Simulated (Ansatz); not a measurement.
Take NiSi (space group Pnma, No. 62; non-magnetic) as the base.

```
NiSi
1.0
    5.18989     0.00000     0.00000
    0.00000     3.35046     0.00000
    0.00000     0.00000     5.62404
Ni Si
4 4
Direct
  0.50794   0.25000   0.68823
  0.00794   0.25000   0.81177
  0.49206   0.75000   0.31177
  0.99206   0.75000   0.18823
  0.67922   0.25000   0.08277
  0.17922   0.25000   0.41723
  0.32078   0.75000   0.91723
  0.82078   0.75000   0.58277
```

All numbers come from PBE (Ansatz, a quantum-chemistry and plane-wave program), spin-orbit coupling left out.

One change was made to it. Results:

```
quantity                             base       after
-----------------------------  ----------  ----------
shortest interatomic distance     2.288 Å     2.282 Å
density                        5.89 g/cm³  5.96 g/cm³
band gap                             zero        zero
```

Q: Name the change that was made.
(A) pressure 45 GPa
(B) pressure 1.8 GPa
(C) pressure 9 GPa
(D) pressure 30 GPa

A: B, pressure 1.8 GPa. For comparison, the shortest interatomic distance in the other runs: pressure 30 GPa gives 2.223 Å; pressure 45 GPa gives 2.222 Å; pressure 9 GPa gives 2.262 Å.

From pressure 45 GPa on, the axis ratios lie over 15 % from the base's, so the cell there is far from its starting form. Load acts through the strain it causes; cell and atoms are relaxed under it. No phonon test of stability was made. No other phases were tried under pressure. Starting moments died away, wholly or in part, for the base; another magnetic solution may exist. All final runs are without spin polarisation.
